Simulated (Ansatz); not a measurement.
Rh, response to strain

Consider Rh in the fcc (Cu type) structure (space group Fm-3m, No. 225; a = 3.782 Å; relaxed with 0.1 eV smearing). Axes: x, y, z lie along the cube axes.

Strains are applied to the cell and any free atomic positions relax; under biaxial strain the out-of-plane vector relaxes too.

Level of theory: PBEsol (Ansatz, a quantum-chemistry and plane-wave program), no spin-orbit coupling.

Notes on the quantities. in-plane stress: mean in-plane stress (compression positive); energy relative to the base: free energy F.

```csv
case,in-plane stress,energy relative to the base,shortest interatomic distance,out-of-plane strain
base,–,0 meV/atom,2.674 Å,–
"biaxial strain −2.08 %, plane normal [111], relaxed out of plane",…,+25 meV/atom,2.618 Å,+1.15 %
"biaxial strain −1.25 %, plane normal [111], relaxed out of plane",…,+8.9 meV/atom,2.641 Å,+0.68 %
"biaxial strain −0.83 %, plane normal [111], relaxed out of plane",+5.6 GPa,+3.9 meV/atom,2.652 Å,+0.45 %
"biaxial strain −0.42 %, plane normal [111], relaxed out of plane",+2.8 GPa,+1.0 meV/atom,2.663 Å,+0.23 %
"biaxial strain +0.42 %, plane normal [111], relaxed out of plane",-2.6 GPa,+0.9 meV/atom,2.674 Å,-0.23 %
"biaxial strain +0.83 %, plane normal [111], relaxed out of plane",-5.1 GPa,+3.6 meV/atom,2.674 Å,…
"biaxial strain +1.67 %, plane normal [111], relaxed out of plane",-9.6 GPa,+14 meV/atom,2.673 Å,-0.89 %
"biaxial strain +2.08 %, plane normal [111], relaxed out of plane",-11.7 GPa,+22 meV/atom,2.673 Å,…
"biaxial strain +2.50 %, plane normal [111], relaxed out of plane",-13.7 GPa,+31 meV/atom,2.673 Å,-1.32 %
```

Q: Complete the table.

A: 
- biaxial strain −2.08 %, plane normal [111], relaxed out of plane, in-plane stress: +15.2 GPa
- biaxial strain −1.25 %, plane normal [111], relaxed out of plane, in-plane stress: +8.7 GPa
- biaxial strain +0.83 %, plane normal [111], relaxed out of plane, out-of-plane strain: -0.44 %
- biaxial strain +2.08 %, plane normal [111], relaxed out of plane, out-of-plane strain: -1.10 %

No phonon test of stability was made. The final runs are not spin-polarised. Rh lies near a magnetic instability that expansion can trigger; it was not tested.
